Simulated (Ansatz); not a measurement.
A computed series for hypothetical Pm-3n ZnO: pressure series

The parent structure is ZnO (space group Pm-3n, No. 223; a = 5.6566 Å; a hypothetical phase, not in the database extracts checked).

Cell and atoms are relaxed at each pressure.

Calculations: Ansatz (a quantum-chemistry and plane-wave program), PBE, PAW, cutoff 420 eV, scalar-relativistic without spin-orbit coupling.

| pressure (GPa) | volume per atom (Å³/atom) |
|---|---|
| -2 | 15.390 |
| -1 | 15.232 |
| 0 | 15.083 |
| 0.7 | 14.987 |
| 1.5 | 14.875 |
| 3 | 14.681 |
| 5 | 14.441 |
| 7.5 | ? |
| 10 | 13.919 |

**Question.** Fit the third-order Birch–Murnaghan form P(V) = (3B₀/2)[(V₀/V)^(7/3) − (V₀/V)^(5/3)]·[1 + (3/4)(B₀′ − 4)((V₀/V)^(2/3) − 1)] (squares taken in P) to the rows shown and predict the withheld row.

**Answer.** Least squares on the printed values gives V₀ = 15.084 Å³/atom, B₀ = 104 GPa, B₀′ = 4.4; this predicts 14.168 Å³/atom, and the run gives 14.168 Å³/atom, in agreement.

Load acts through the strain it causes; cell and atoms are relaxed under it. Stability against distortions was not tested. No other phases were tried under pressure.
